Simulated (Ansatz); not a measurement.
The starting structures come from a database of crystals and need not be the phases stable at ambient conditions.

**Evanescent states of K$_{2}$TeBr$_{6}$ (Fm-3m, not sure to be the ambient phase, 9 atoms a cell, 33.6 Å³ an atom) along the normal of (001)**

All values below come from r2SCAN (plane waves, PAW; Ansatz, a first-principles code).

No gap correction and no spin-orbit coupling; mid-gap values are interpolated between computed energies.

Energies count from the valence-band top; κ is the least over a 4×4 mesh across the current.

```csv
E (eV),κ (1/Å),where
0.06,0.085,Γ
0.17,0.143,Γ
0.28,0.181,Γ
0.39,0.210,Γ
0.49,?,Γ
0.60,?,Γ
0.71,?,off Γ
0.82,?,off Γ
0.94,?,off Γ
1.04,?,off Γ
1.16,?,off Γ
1.26,?,off Γ
1.38,?,off Γ
1.49,?,off Γ
1.59,0.177,off Γ
1.71,0.154,off Γ
1.81,0.123,off Γ
1.93,0.075,off Γ
```

Problem. Some entries are withheld; supply them.

Solution. 
- 0.49, κ (1/Å): 0.234
- 0.60, κ (1/Å): 0.254
- 0.71, κ (1/Å): 0.261
- 0.82, κ (1/Å): 0.256
- 0.94, κ (1/Å): 0.250
- 1.04, κ (1/Å): 0.243
- 1.16, κ (1/Å): 0.234
- 1.26, κ (1/Å): 0.224
- 1.38, κ (1/Å): 0.211
- 1.49, κ (1/Å): 0.196
